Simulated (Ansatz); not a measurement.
Results of r²SCAN+rVV10 in Ansatz (plane waves, PAW) for C11b MoSi₂.

Run with plane-wave cutoff 560 eV, 24×24×24 k mesh, Fermi–Dirac smearing 0.05 eV, no spin polarisation, scalar-relativistic PAW data made under PBE.

Response to compression and expansion:

Shape and atoms are relaxed at each volume.

| V (Å³/atom) | P (GPa) | c (Å) | a (Å) |
|---|---|---|---|
| 12.767 | 9.86 | 7.722 | 3.150 |
| 13.033 | 4.66 | 7.766 | 3.173 |
| 13.299 | 0.00 | 7.810 | 3.196 |
| 13.565 | -4.19 | 7.854 | 3.219 |
| 13.831 | -7.94 | 7.897 | 3.242 |

Note: the bulk modulus comes from volumes at which shape and atoms were relaxed.

Ansatz is a first-principles code.
